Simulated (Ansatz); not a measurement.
What strain tensor (xx, yy, zz, yz, xz, xy) = (−0.63, +0.77, −0.14, +0.27, +0.08, −0.15) % does to hypothetical zinc blende BaS

Take BaS in the zinc blende structure (space group F-43m, No. 216; a = 7.038 Å; a hypothetical phase, not in the database extracts checked) as the base. Axes: x, y, z lie along the cube axes.

Modification: the symmetric strain tensor [-0.0063 -0.0015 0.0008; -0.0015 0.0077 0.0027; 0.0008 0.0027 -0.0014]; the atoms relax in the strained cell.

Level of theory: r2SCAN (Ansatz, a quantum-chemistry and plane-wave program; PAW; 500 eV plane waves; spin-orbit coupling left out). Settings: 8×8×8 k-points, 0.05 eV Fermi–Dirac smearing.

The volume per atom remains 43.58 Å³ and the space group becomes P1 (No. 1) (base: F-43m (No. 216)). The shortest interatomic distance is nearly the same (3.048 Å against 3.047 Å) and the energy hardly moves. The band gap stays essentially unchanged (3.07 eV against 3.06 eV) and the gap character amounts to indirect, k = (-1/2, 1/4, -1/4) in the run's primitive reciprocal basis → Γ. The smallest direct gap decreases by 0.01 eV (3.70 eV → 3.69 eV) and the electron mass remains 0.39 mₑ (at Γ). The valley order (the lowest conduction-band minima on the path, energy above the VBM, named in the base's zone) comes out as Γ 3.06 eV; X along [010] 3.70 eV; X along [001] 3.73 eV; X along [100] 3.74 eV and the stress (xx, yy, zz, yz, xz, xy; compression positive) amounts to (0.01, -0.03, 0.00, -0.03, -0.01, 0.02) GPa.

Final structure:

```
BaS
1.0
   -0.00229     3.55566     3.52363
    3.49970     0.00440     3.51695
    3.49179     3.54105     0.01232
S Ba
1 1
Direct
  0.74921   0.75011   0.75116
  0.00079   0.99989   0.99884
```

Masses are band curvatures over ±0.01 Å⁻¹ around the edge. Stability against distortions was not tested. Labels are those of the standard path for the cell's own space group.
